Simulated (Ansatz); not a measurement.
Seebeck coefficient (μV/K, mean over directions) of p-type KMgH3 (Pm-3m) against carrier density, PBEsol, rigid bands in Ansatz (an electronic-structure program). Computed gap 2.36 eV; densities at which minority carriers matter at this gap, or further valleys turn the trend, are left out. Conductivity mass 0.68 mₑ (harmonic mean over directions), N_v = 5.1e19 cm⁻³ at 300 K.

```
hole density  300 K  500 K
------------  -----  -----
1e16 cm⁻³       949   1018
1e17 cm⁻³       750    819
1e18 cm⁻³         …    621
3e18 cm⁻³         …    526
1e19 cm⁻³       355    423
3e19 cm⁻³       264    330
1e20 cm⁻³       170      …
3e20 cm⁻³       101    151
1e21 cm⁻³        51     83
```

Task: Fill in the missing entries.

Result: 
- 1e18 cm⁻³, 300 K: 552
- 3e18 cm⁻³, 300 K: 458
- 1e20 cm⁻³, 500 K: 232

Rigid bands with a gap fixed in temperature, one relaxation time for all states, no polarons or phonon drag, and whether or not such doping can be reached. Spin-orbit coupling is left out; where it splits the top of the valence band, N_v and the p-type Seebeck coefficient come out somewhat high without it.

Formula and space group known from diffraction (Crystallography Open Database), not checked to be the room-temperature form: KMgH3 (Pm-3m).
